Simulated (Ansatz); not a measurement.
An Ansatz (a first-principles code) input (r2SCAN/PAW in Ansatz, no spin-orbit coupling, earlier PAW set):

Ansatz 0.2 input:
```yaml
crystal:
  lattice:
    - [3.8885307324, 0, 0]
    - [0, 3.8885307324, 0]
    - [0, 0, 4.0251134532]
  atoms:
    - { symbol: Ti, position: [0.5, 0.5, 0.4522762459] }
    - { symbol: Ba, position: [0, 0, 0.9341946244] }
    - { symbol: O, position: [0.5, 0.5, 0.8952688519] }
    - { symbol: O, position: [0.5, 0, 0.4121301389] }
    - { symbol: O, position: [0, 0.5, 0.4121301389] }
basis: { ecutwfc: 500, ecutrho_ratio: 4, xc_grid: 4, fft_grid_basis: typed }
kpoints: { mp_grid: { grid: [8, 8, 8] } }
hamiltonian:
  xc: r2scan
  dispersion: none
  pseudopotentials: { azcp: { folder: ./paw }, kind: paw }
scf: { occupations: { method: fermi_dirac, width: 0.05 }, convergence: { dr2_threshold: 0.0000000005 } }
relax: { f_tol: 0.005, max_steps: 50 }
output: { forces: true, stress: true }
checkpoint: { write: state.ck, write_every: 1000 }
```

Q: Which symmetry and how many k-points will the program report, and about how many plane waves at Γ?

A: Space group P4mm (ITA 99) with 8 operations, k-points 75 of 512, and 1543 plane waves at Γ.

Q: And the final pressure?

A: 10.99 GPa (compression positive).

The cells carry an imposed strain or load. Whether these cells are dynamically stable was not tested. All final runs are without spin polarisation. The cell was made from BaTiO3 (space group P4mm, No. 99) by this change: isotropic strain −2.12 %.
